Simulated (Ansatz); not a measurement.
Cost and result by functional for the adsorption energy of Cl on the 1x1 (111) surface of fcc Cu, one in a 2x2 cell, started at the site 'hollow Cu-Cu-Cu over Cu at depth 2.1 Å', in Ansatz (plane waves, PAW). Single points on the PBE structure, on one kind of machine; costs are rough ratios of the slab run's core time (references not counted) to the cheapest single point. r2SCAN's cost holds its higher cutoff (500 against 420 eV). Differences are taken against r2SCAN for comparison alone: no measured value is at hand, so the table doesn't rank accuracy.

Model: 17-atom slab, 6.2 Å thick at the start under the adsorbate (thin: gaps and levels are the slab's own), 6x6x1 mesh, Fermi-Dirac 0.1 eV, dipole correction, 8 atoms held, the rest relaxed; symmetry of the start imposed; no spin, no spin-orbit, no U, no dispersion correction. At the end it is bonded to 3 Cu. In PBE it is, or lies within 0.03 eV of, the lowest of the starts that converged. These notes are the PBE run's. Adsorption energies are against ½ Cl2(g). A negative adsorption energy means that the adsorbate is more stable on the surface than in its reference.

| functional | relative cost | adsorption energy (eV) | less r2SCAN (eV) |
|---|---|---|---|
| RPBE | 1 | -1.51 | 0.62 |
| r2SCAN | 2 | -2.13 | 0.00 |
| PBE (the relaxed run's value) | – | -1.73 | 0.39 |

The values span 0.62 eV, while the single points' costs differ by a factor of roughly 2. Differences are of unrounded values.

Ansatz is an electronic-structure program.
